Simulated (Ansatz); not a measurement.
Input and output of a zone-centre phonon calculation for BaTiO3 (Amm2, 5 atoms in the cell) (Ansatz, a first-principles code).

Method: LDA (PW92), default PAW files made with PBE (plane waves; Ansatz).

```xyz
5
Lattice="4.0032 0.0000 0.0000 0.0000 2.8769 2.8897 0.0000 -2.8769 2.8897" Properties=species:S:1:pos:R:3 pbc="T T T"
Ba     0.0000     0.0000     0.0197
Ti     2.0016     0.0000     2.9966
O      2.0016     1.4013     4.2472
O      2.0016    -1.4013     4.2472
O      0.0000     0.0000     2.8215
```

Reference input (self-consistent single point, DFT, LDA (PW92), plane waves, default PAW files made with PBE): basis.ecutwfc = 420 eV; kpoints.mp_grid.grid = 6 6 6; hamiltonian.xc = lda; hamiltonian.pseudopotentials = {kind: paw} (the program's default PAW files); scf.occupations.method = fixed. This run's input differs from it in these lines:

Ansatz 0.2 input:
```diff
@@ -13,3 +13,3 @@
 basis:
-  ecutwfc: 420.0
+  ecutwfc: 295.0
 kpoints:
@@ -21,6 +21,6 @@
   occupations: { method: fixed }
-output:
-  forces: true
-  eigenvalues: true
-  stress: true
+phonons:
+  method: dfpt
+  dielectric: true
+  rigid_motions: translations
```

Output, abridged:

```
SCF iter   1: F=—  HF=-9902.409767 eV  |F-HF|=—  |Δ(HF+E_count)|=         —  Δρ=3.58e-2  dr2=5.49e-1  ethr=1.77e-3  ⟨swp⟩=4.3  Hψ=11758  notcnv=0  defer=236
all-band conjugate gradients solve this SCF's bands
preconditioner: auto → Resta (q_TF=auto, 2.506 Å⁻¹)
SCF iter   2: F=—  HF=-9902.304912 eV  |F-HF|=—  |Δ(HF+E_count)|=   1.05e-1  Δρ=1.62e-2  dr2=1.65e-1  ethr=1.37e-3  ⟨swp⟩=2.0  Hψ=5621  notcnv=0  defer=234
   [... lines left out ...]
SCF iter   7: F=—  HF=-9902.274907 eV  |F-HF|=—  |Δ(HF+E_count)|=   5.15e-7  Δρ=4.16e-5  dr2=1.37e-6  ethr=2.53e-8  ⟨swp⟩=2.0  Hψ=4385  notcnv=0  defer=112
SCF iter   8: F=—  HF=-9902.274908 eV  |F-HF|=—  |Δ(HF+E_count)|=   9.42e-7  Δρ=9.53e-6  dr2=6.75e-8  ethr=3.42e-9  ⟨swp⟩=1.1  Hψ=2819  notcnv=0  defer=114
SCF iter   9: F=—  HF=-9902.274908 eV  |F-HF|=—  |Δ(HF+E_count)|=   5.31e-9  Δρ=8.82e-7  dr2=5.24e-10  ethr=1.69e-10  ⟨swp⟩=2.8  Hψ=4696  notcnv=0  defer=114
SCF iter  10: F=-9902.274908 eV  HF=-9902.274908 eV  |F-HF|=2.18e-11  |Δ(HF+E_count)|=    0.00e0  Δρ=2.60e-7  dr2=4.38e-11  ethr=1.00e-12  ⟨swp⟩=11.5  Hψ=17280  notcnv=0
SCF 1 converged in 10 iterations: F = -9902.274908 eV  dr2 = 4.38e-11
DFPT response loops at Γ: preconditioner auto → none (the input reference at scf.mixing.eps_inf says where Resta's filter doesn't serve); β = 0.50 …
── the response to a field inside a basis, on 8×8×8 k-points: an SCF that follows is theirs, and a resumed run solves both again ──
Crystal: 5 atoms, lattice volume = 66.562 Å³
Bands: 21, of which v1, the nominal top of the filled ones, is band 20 counted from 1 (19 counted from 0)
k-points: 80 of 512 (time reversal used)
Initial density: handed on by an earlier stage of this run
Initial wavefunctions: pseudopotential atomic-orbital guess (no wavefunctions were taken with the density)
Eigensolver: Dense (80 Hₖ)
   [... lines left out ...]
Free energy (F): -9902.274908 eV
Fermi energy:    9.469235 eV
   [... lines left out ...]
       -306.05      1            78.3922
        127.50      1             8.7339
        129.24      1             2.3915
   [... 9 lines left out ...]
  optical modes at Γ + LO–TO along q̂ = [0.0000, 0.0000, 1.0000]:
      ω (cm⁻¹)  modes    IR ((D/Å)²/amu)
       -306.05      1            78.3922
         87.60      1            43.9836
        129.24      1             2.3915
   [... 9 lines left out ...]
```

The run converged in 17 iterations. 

Summary of the result:
```
Property                                                                                                                                               Result
----------------------------------------------------------------------------------------  -------------------------------------------------------------------
Free energy E − TS (on the zero of these files)                                                                                                 -9902.2749 eV
Top of the valence band (on the code's own zero)                                                                                                      9.47 eV
Gap on the k-point mesh                                                                                                                               2.00 eV
Zone-centre frequencies (cm⁻¹; negative means imaginary)                                  -306, 0, 0, 0, 88, 128, 129, 158, 241, 247, 255, 265, 402, 407, 451
ε∞ at this k-point mesh, which may be far from converged in small-gap cells (xx, yy, zz)                                                     6.34, 6.01, 5.56
Born charges at this mesh (mean of the diagonal, e)                                                               Ba 2.77, Ti 6.26, O -2.93, O -2.93, O -3.16
```

The starting cell comes from a database of computed structures (which also holds hypothetical and non-ambient phases and stackings), without a prior relaxation at this level. Its lattice was rescaled by up to half a per cent. The cutoff lies below the one recommended for these files. The frequencies listed for the zone centre hold no LO-TO term.

Cost on one core of a shared machine: roughly 5 min.
